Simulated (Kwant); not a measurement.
Device: quantum point contact (saddle potential) in a GaN two-dimensional gas. Effective mass 0.22 mₑ, grid spacing 1.3 nm, hard walls, nominal width 40 nm (31 grid rows, so walls 41.6 nm apart), one parabolic valley, scattering region 120 nm long along x; energies count from the band bottom; Fermi energy 0.0307 eV. Potential (V0 + ½k y²) cos²(πx/L) for |x| < L/2, with V0 swept from 0.032235 to 0 eV, k = 0.00069 eV/nm², L = 7.2 nm. Perpendicular field 0.99 T, also in the leads; orbital effect alone.

The device is made up for the run: typed textbook-type constants, with dimensions and the other settings drawn at random.

Computed with Kwant: effective-mass tight-binding model on a square grid, one spin, coherent transport at 0 K. Conductance is in e²/h.

Density of the scattering states that come in from the left lead, at gate = 0.015884 eV, in bins, relative to the largest site value (x marks bins outside the device):

```
|--...:--:..:-::..::=-                       |
|@*==-+%@*--*##+-=+*@%.                      |
|%+=+==##+--***+=+*+@@:        ...           |
|+:-=-------=--=:=+:=%:          ..          |
|=:--:--:--:---=:-+::*-             ...      |
|*+=::++++-.+**+::#+=#-             ....     |
|##=:=*###=.#%**-:*#*#=.              ...    |
|**=-+++*#=:*#=+=:+++#=.....                 |
|=+:=+--===:=+:-=----+=......               .|
|++:=+-=+-=--*=-=-==-==:.....                |
|%%-=+=#%===-@#=--+#++=:....                 |
|##:=+-#%===-%#=--+*++=:....                 |
|++.=+-=+==--*=-=--=-==:....                 |
|==:-+--===-=+:-=----+=......                |
|**--=++**=:*#=+=-+*+#=.......               |
|%%=:-*#*#=.*%**-:*#*%=.....                .|
|#+=::++++-.+**+::#+=#-               .     .|
|=:--:--:--:---=.-+::*-            .......   |
|+:-=--=----=-==:=+:=%:         ............ |
|%+++=+#%*-=***+=+*+@@:      ................|
|@#+=-+%@*--*%#+==+*@%.       ....           |
|--:..:--:..:--:..::=-                       |
```
Scale: ten equal steps from 0.002 (start of ' ') to 0.856 (end of '@'), in the order ' .:-=+*#%@'; x runs from -58.4 to 58.4, y from -18.6 (bottom) to 18.6 (top).

The conductance there is 1.62 e²/h with 5 open channel(s) in the leads.
